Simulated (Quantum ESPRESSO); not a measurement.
Worked example: self-consistent single point of TlCuO₂ (P6_3/mmc, 8 atoms in the cell) in Quantum ESPRESSO.

Method of the run: LDA (PZ), GBRV 1.5 ultrasoft (LDA) pseudopotentials (plane waves; Quantum ESPRESSO).

```
TlCuO2
1.0
    3.53703     0.00000     0.00000
   -1.76852     3.06316     0.00000
    0.00000     0.00000    11.77167
Tl Cu O
2 2 4
Direct
  0.00000   0.00000   0.50000
  0.00000   0.00000   0.00000
  0.33333   0.66667   0.25000
  0.66667   0.33333   0.75000
  0.33333   0.66667   0.40433
  0.66667   0.33333   0.59567
  0.66667   0.33333   0.90433
  0.33333   0.66667   0.09567
```

Reference input (self-consistent single point, DFT, PBEsol, plane waves, GBRV 1.5 ultrasoft (PBESOL) pseudopotentials): ecutwfc = 50 Ry; ecutrho = 400 Ry; occupations = smearing; smearing = gaussian; degauss = 0.0036749 Ry; K_POINTS = automatic 9 9 3 0 0 0; conv_thr = 1e-11 Ry. This run's input differs from it in these lines:

```diff
@@ -23,5 +23,5 @@
 ATOMIC_SPECIES
-Tl   204.3800  tl_pbesol_v1.2.uspp.F.UPF
-Cu    63.5460  cu_pbesol_v1.2.uspp.F.UPF
-O     15.9990  o_pbesol_v1.2.uspp.F.UPF
+Tl   204.3800  tl_lda_v1.2.uspp.F.UPF
+Cu    63.5460  cu_lda_v1.2.uspp.F.UPF
+O     15.9990  o_lda_v1.2.uspp.F.UPF
 ATOMIC_POSITIONS angstrom
```

The program printed (abridged):

```
     Self-consistent Calculation

     iteration #  1     ecut=    50.00 Ry     beta= 0.70

     negative rho (up, down):  1.129E-01 0.000E+00

     total energy              =   -1224.47353588 Ry
     estimated scf accuracy    <       2.24836299 Ry

     iteration #  2     ecut=    50.00 Ry     beta= 0.70

     negative rho (up, down):  1.113E-01 0.000E+00

     total energy              =   -1219.69030688 Ry
     estimated scf accuracy    <      45.67481321 Ry

     iteration #  3     ecut=    50.00 Ry     beta= 0.70

     negative rho (up, down):  1.117E-01 0.000E+00

     total energy              =   -1225.50855142 Ry
     estimated scf accuracy    <       2.96156833 Ry

   [... 13 blocks of this kind left out ...]

     iteration # 17     ecut=    50.00 Ry     beta= 0.70

     negative rho (up, down):  1.145E-01 0.000E+00

     total energy              =   -1225.70384984 Ry
     estimated scf accuracy    <          3.2E-10 Ry

     iteration # 18     ecut=    50.00 Ry     beta= 0.70

     negative rho (up, down):  1.145E-01 0.000E+00
     End of self-consistent calculation

     the Fermi energy is     7.3906 ev

!    total energy              =   -1225.70384984 Ry
     estimated scf accuracy    <          8.5E-12 Ry
     smearing contrib. (-TS)   =      -0.00039057 Ry
     internal energy E=F+TS    =   -1225.70345927 Ry

     convergence has been achieved in  18 iterations

     negative rho (up, down):  1.145E-01 0.000E+00

     Forces acting on atoms (cartesian axes, Ry/au):

     atom    1 type  1   force =     0.00000000    0.00000000   -0.00000000
     atom    2 type  1   force =     0.00000000    0.00000000   -0.00000000
     atom    3 type  2   force =    -0.00000000    0.00000000    0.00000000
     atom    4 type  2   force =     0.00000000   -0.00000000    0.00000000
     atom    5 type  3   force =     0.00000000    0.00000000   -0.00832238
   [... lines left out ...]
     Total force =     0.016645     Total SCF correction =     0.000002
   [... lines left out ...]

     negative rho (up, down):  1.145E-01 0.000E+00
          total   stress  (Ry/bohr**3)                   (kbar)     P=      -80.05
  -0.00044555   0.00000000   0.00000000          -65.54        0.00        0.00
   0.00000000  -0.00044555  -0.00000000            0.00      -65.54       -0.00
   0.00000000  -0.00000000  -0.00074135            0.00       -0.00     -109.06

   JOB DONE.
```

The run converged in 18 iterations. Against the reference run the pressure goes from -4.33 to -8.00 GPa and the largest force goes from 0.081 to 0.214 eV/Å.

The starting cell comes from a database of computed structures (which also holds hypothetical and non-ambient phases and stackings), without a prior relaxation at this level. Spin polarisation is off, so a magnetic state, if there is one, cannot be reached. With a pressure of about -8 GPa the cell is away from its equilibrium volume at this level. The run gives no clean gap (levels at the Fermi energy touch, overlap or are partly filled at this smearing), which alone does not show that the compound is a metal.

Cost on one core of a shared machine: roughly 3 min.
